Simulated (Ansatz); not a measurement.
# Hypothetical I4_132 Si: response to strain

The parent structure is Si (space group I4_132, No. 214; a = 6.4403 Å; a hypothetical phase, not in the database extracts checked; relaxed with 0.1 eV smearing). Axes: x, y, z lie along the cube axes.

Strains are applied to the cell and any free atomic positions relax; under biaxial strain the out-of-plane vector relaxes too.

The values are results of PBE (Ansatz, a first-principles code; PAW; 420 eV plane waves; scalar-relativistic without spin-orbit coupling), not measurements.

Notes on the quantities. energy relative to the base: free energy F; pressure: mean of the normal stresses, compression positive.

```tsv
change	energy relative to the base	space group	pressure
base	0 meV/atom	I4_132 (No. 214)	0.0 GPa
biaxial strain +1.00 %, plane normal [001], relaxed out of plane	-0.5 meV/atom	I4_122 (No. 98)	0.2 GPa
biaxial strain +2.14 %, plane normal [001], relaxed out of plane	-2.7 meV/atom	I4_122 (No. 98)	0.5 GPa
isotropic strain −4.91 %	+118 meV/atom	I4_132 (No. 214)	9.3 GPa
isotropic strain +1.50 %	+8.5 meV/atom	I4_132 (No. 214)	-1.7 GPa
uniaxial strain ε_yy = −1.28 %	+0.7 meV/atom	I4_122 (No. 98)	0.6 GPa
uniaxial strain ε_zz = +1.28 %	+0.7 meV/atom	I4_122 (No. 98)	-0.5 GPa
```

Whether these cells are dynamically stable was not tested. Under biaxial strain +1.00 %, plane normal [001], relaxed out of plane and biaxial strain +2.14 %, plane normal [001], relaxed out of plane the cell ends below the base's energy or with stress of the wrong sign: the atoms slid into a distortion or the cell is elastically unstable, so the base is not a stable minimum at this level.
